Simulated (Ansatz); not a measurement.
Levels about the gap of amorphous IGZO (In$_{15}$Ga$_{15}$Zn$_{15}$O$_{60}$) (105 atoms in a cell of 1369 Å³, 5.71 g/cm³; zone centre alone, so wide bands show as single levels with stretches between that a denser mesh fills), at the geometry that PBE relaxed, where it gives 0.1 GPa on a denser mesh. The participation number counts the atoms over which a state spreads; weights are charges in smoothed Voronoi cells. The levels come from a single point, so bond lengths are those of that geometry. Method of the levels: PBE, scalar-relativistic without spin-orbit coupling (Ansatz, a quantum-chemistry and plane-wave program). Sampling: the zone centre alone; Fermi-Dirac width 0.02 eV; no spin polarisation. At PBE the levels at the filled edge of the gap are localised (band-tail or defect states).

It comes from a melt-quench run on a machine-learned potential (CHGNet), relaxed afterwards by DFT. O atoms were pushed apart under 1.9 Å during the dynamics, to hinder bonds among them. The hot cell started wider than the set density and was brought back towards it in steps. It is the lowest in DFT energy of 4 quenches. It is a model cell: composition and starting density were chosen by hand, and all elements were melted together. No dispersion term was used. Its density started from a set value of 5.65 and ended at 5.71 g/cm³. Cooling (nominally 170 K/ps over its main leg) ran many orders faster than in experiment, which tends to leave more defects and strain. Values belong to this one cell and scatter from quench to quench. Volume and shape were free in the relaxation.

```json
[
 {"E - E(highest filled), eV": "-0.36", "filling": "filled", "participation number": "17.4", "largest on": "O, 3 neighbours", "weight O": "0.85", "weight In": "0.02", "weight Zn": "0.12", "weight Ga": "0.01"},
 {"E - E(highest filled), eV": "-0.31", "filling": "filled", "participation number": "9.8", "largest on": "O, 3 neighbours", "weight O": "0.87", "weight In": "0.02", "weight Zn": "0.09", "weight Ga": "0.01"},
 {"E - E(highest filled), eV": "-0.23", "filling": "filled", "participation number": "22.0", "largest on": "O, 3 neighbours", "weight O": "0.81", "weight In": "0.02", "weight Zn": "0.16", "weight Ga": "0.01"},
 {"E - E(highest filled), eV": "-0.19", "filling": "filled", "participation number": "8.7", "largest on": "O, 3 neighbours", "weight O": "0.90", "weight In": "0.02", "weight Zn": "0.06", "weight Ga": "0.02"},
 {"E - E(highest filled), eV": "-0.07", "filling": "filled", "participation number": "13.8", "largest on": "O, 3 neighbours", "weight O": "0.84", "weight In": "0.02", "weight Zn": "0.13", "weight Ga": "0.01"},
 {"E - E(highest filled), eV": "-0.06", "filling": "filled", "participation number": "24.3", "largest on": "O, 4 neighbours", "weight O": "0.82", "weight In": "0.02", "weight Zn": "0.15", "weight Ga": "0.01"},
 {"E - E(highest filled), eV": "0.00", "filling": "filled", "participation number": "16.7", "largest on": "O, 3 neighbours", "weight O": "0.78", "weight In": "0.02", "weight Zn": "0.19", "weight Ga": "0.01"},
 {"E - E(highest filled), eV": "0.73", "filling": "empty", "participation number": "94.1", "largest on": "In, 5 neighbours", "weight O": "0.51", "weight In": "0.22", "weight Zn": "0.15", "weight Ga": "0.12"},
 {"E - E(highest filled), eV": "2.99", "filling": "empty", "participation number": "30.4", "largest on": "In, 5 neighbours", "weight O": "0.60", "weight In": "0.28", "weight Zn": "0.06", "weight Ga": "0.06"},
 {"E - E(highest filled), eV": "3.05", "filling": "empty", "participation number": "28.5", "largest on": "In, 4 neighbours", "weight O": "0.60", "weight In": "0.25", "weight Zn": "0.07", "weight Ga": "0.08"},
 {"E - E(highest filled), eV": "3.16", "filling": "empty", "participation number": "43.4", "largest on": "In, 6 neighbours", "weight O": "0.59", "weight In": "0.25", "weight Zn": "0.10", "weight Ga": "0.05"},
 {"E - E(highest filled), eV": "3.21", "filling": "empty", "participation number": "53.9", "largest on": "In, 6 neighbours", "weight O": "0.59", "weight In": "0.20", "weight Zn": "0.13", "weight Ga": "0.08"},
 {"E - E(highest filled), eV": "3.30", "filling": "empty", "participation number": "65.5", "largest on": "In, 6 neighbours", "weight O": "0.60", "weight In": "0.22", "weight Zn": "0.09", "weight Ga": "0.09"},
 {"E - E(highest filled), eV": "3.38", "filling": "empty", "participation number": "67.1", "largest on": "In, 5 neighbours", "weight O": "0.59", "weight In": "0.21", "weight Zn": "0.08", "weight Ga": "0.11"}
]
```

Most localised among these is the filled level at -0.19 eV, on a O atom, which has 3 neighbours (Ga 1.93 Å, Ga 1.94 Å, In 2.22 Å).
